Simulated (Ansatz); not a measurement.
**Pressure series in hypothetical Pm-3n InP**

Base system: InP (space group Pm-3n, No. 223; a = 7.241 Å; a hypothetical phase, not in the database extracts checked).

Cell and atoms are relaxed at each pressure.

All numbers come from PBEsol (Ansatz, an electronic-structure program), no spin-orbit coupling.

Computed cases, in order: pressure −2 GPa; pressure −1 GPa; 0 GPa (base); pressure 0.3 GPa; pressure 0.7 GPa; pressure 1.5 GPa; pressure 3 GPa; pressure 5 GPa; pressure 7.5 GPa; pressure 10 GPa.

Between which two neighbouring cases does the gap turn between direct and indirect?

Between pressure 5 GPa (1.08 eV, direct at Γ) and pressure 7.5 GPa (1.14 eV, indirect, Γ → Γ–X (67 % along)). The whole series: pressure −2 GPa: 0.41 eV, direct at Γ; pressure −1 GPa: 0.54 eV, direct at Γ; 0 GPa (base): 0.65 eV, direct at Γ; pressure 0.3 GPa: 0.68 eV, direct at Γ; pressure 0.7 GPa: 0.72 eV, direct at Γ; pressure 1.5 GPa: 0.80 eV, direct at Γ; pressure 3 GPa: 0.93 eV, direct at Γ; pressure 5 GPa: 1.08 eV, direct at Γ; pressure 7.5 GPa: 1.14 eV, indirect, Γ → Γ–X (67 % along); pressure 10 GPa: 1.11 eV, indirect, Γ → Γ–X (67 % along).

Load acts through the strain it causes; cell and atoms are relaxed under it. Stability against distortions was not tested. Competing high-pressure phases were not computed.
